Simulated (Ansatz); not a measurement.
Effect of pressure 15 GPa on InP

Base system: InP in the zinc blende structure (space group F-43m, No. 216; a = 5.907 Å).

The change: a hydrostatic pressure of 15 GPa.

Method: Kohn–Sham DFT with the r2SCAN functional, run in Ansatz (an electronic-structure program) with PAW and 500 eV plane waves, spin-orbit coupling left out. Settings: 10×10×10 k-points, 0.05 eV Fermi–Dirac smearing.

- Volume per atom: 22.06 Å³ (base 25.76 Å³)
- Density: 5.49 g/cm³ (base 4.70 g/cm³)
- Shortest interatomic distance: 2.429 Å (base 2.558 Å)
- Enthalpy H = E + PV relative to the base's energy: +2.22 eV/atom
- Band gap: 1.76 eV (base 1.03 eV)
- Gap character: indirect, Γ → X (base direct at Γ)
- Smallest direct gap: 1.91 eV (base 1.03 eV)
- Width of the top valence band: 3.67 eV (base 2.90 eV)
- Electron mass: 1.8 mₑ along k, 0.24 mₑ across (at X) (base 0.074 mₑ (at Γ))
- Hole mass (degenerate bands, along [100]): 0.12, 0.36, 0.36 mₑ (at Γ) (base 0.073, 0.44, 0.44 mₑ (at Γ))
- Valley order (the lowest conduction-band minima on the path, energy above the VBM, named in the base's zone): X along ⟨100⟩ 1.76 eV; Γ 1.91 eV; L along ⟨111⟩ 2.19 eV (base Γ 1.03 eV; L along ⟨111⟩ 1.80 eV; X along ⟨100⟩ 2.04 eV)

Final structure:

```
InP
1.0
    0.00000     2.80474     2.80474
    2.80474     0.00000     2.80474
    2.80474     2.80474     0.00000
In P
1 1
Direct
  0.00000   0.00000   0.00000
  0.25000   0.25000   0.25000
```

Cost of the whole job for the changed cell (relaxation, final SCF and bands): roughly 30 core-seconds.

Load acts through the strain it causes; cell and atoms are relaxed under it. Effective masses come from finite differences of ±0.01 Å⁻¹. Along k means along the line from Γ to the band edge. Whether these cells are dynamically stable was not tested. Measured, InP leaves this structure (for rock salt) near 9.8 GPa (temperature not stated; as listed in Datta, Sujoy, Jana, Debnarayan, arXiv (2020)).
